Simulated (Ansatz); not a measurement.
# AgInTe2: stress against strain

AgInTe2 (chalcopyrite, I-42d, 33.008 Å³/atom and stress up to 0.01 GPa in the relaxed cell, c along z) under an equal strain ε in the (001) plane with the normal axis free, as in a coherent film. PBEsol in Ansatz, a plane-wave DFT program (PAW, default set), 420 eV, 7×7×7 Γ-centred mesh, Fermi-Dirac smearing 0.05 eV; ions are relaxed, or left where forces stay under 0.02 eV/Å, within the symmetry of each cell. Stress is positive for a compressed cell.

Here s stands for strain and y for stress xx.

```csv
strain (%),stress xx (GPa)
-3.00,?
-1.50,0.64
-0.75,0.31
0.00,-0.01
0.75,-0.31
1.50,-0.60
```

Taking a straight line for y over the 5 complete rows: Means: s 0, y 0.006. About the means, the sum of products is -2.3250 and the sum of squares of s is 5.6250; the slope is their ratio. Least squares gives y = 0.006 - 0.4133·s. Residuals (row less fit): 0.014, -0.006, -0.016, -0.006, 0.014; standard error 0.015 (degrees of freedom: 3). The slope gives the biaxial elastic modulus of this plane = 41.3 ± 0.7 GPa (± standard error of the fit, which holds the terms cut off).

Q: What does the fit predict for y at s = -3.00, and how far is the calculated value from it?

A: y = 0.006 - 0.4133 × (-3.00) = 1.246 GPa. The calculation gives 1.33 GPa, 0.084 GPa above the prediction (4.4 % of the range of y in the table). The row lies outside the fitted rows, so this is an extrapolation. From the scatter of the fitted rows alone, a prediction at this place has a standard error of 0.026 GPa, so the miss is 3.2 times that.

A polynomial of degree 2 through the 8 other runs of the series gives 1.33 there, so most of the miss is curvature that the fit leaves out. This level leaves no gap over 0.05 eV at strain -3.00, 0.75, 1.50 %. The start is a measured cell from the literature; how it stands against other phases or cation orders wasn't checked. Spin-orbit coupling is left out, which can shift these values for the heavy elements here. Rows are the converged runs of the series near zero and its far end; series whose fitted rows scatter by over a few per cent of the range, as at a crossing or softening among them, aren't shown in this form, nor equations of state whose B0' disagrees with the runs' pressures. Most that stay on the fit to the last digits aren't either.
